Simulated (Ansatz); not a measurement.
For BAs (model structure, from the rocksalt type, Fm-3m, No. 225), PBE (PAW; Ansatz, a first-principles code) gives:

```
Property                              Result
------------------------------  ------------
equilibrium lattice constant a       4.614 Å
bulk modulus B0                      130 GPa
cohesive energy                 3.74 eV/atom
```

What does r²SCAN (Ansatz, PAW) give for the same quantities?


- lattice constant a: 4.600 Å (drops by 0.3 %)
- bulk modulus: 134 GPa (grows by 3.1 %)
- cohesive energy: 3.60 eV/atom (falls by 0.14 eV/atom)

Changes are worked out from the printed values.

Unless a cell is named, each level is at its own relaxed cell (PBE 12.28, r²SCAN 12.17 Å³/atom).

Caveats: the bulk modulus is −V dP/dV from two relaxed cells at ±2 % in volume (PBE, r²SCAN). Ansatz's density-functional and Hartree–Fock values are scalar-relativistic unless marked +SOC, with PAW data made under PBE.

A model structure was made by putting elements into a prototype or built by hand; it is no filed structure, need not be a known phase, and can be a saddle point held by its symmetry.
